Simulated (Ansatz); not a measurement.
N on the 1x1 (110) surface of bcc Mo, one in a 1x1 cell, energies for each (7.1 Å²). Energies are against ½ N2(g), without zero-point or thermal terms; each row is named by its start.

The numbers are results of PBE (plane waves to 420 eV, PAW; Ansatz, a program for electronic structure), not measurements.

Question: Which site binds most strongly?
A. hollow Mo-Mo-Mo
B. top Mo
C. bridge Mo-Mo (span 2.7 Å)
D. bridge Mo-Mo (span 3.2 Å)

Answer: A, hollow Mo-Mo-Mo. Adsorption energies: hollow Mo-Mo-Mo -0.68 eV; bridge Mo-Mo (span 3.2 Å) -0.22 eV; bridge Mo-Mo (span 2.7 Å) 0.14 eV; top Mo 1.41 eV.
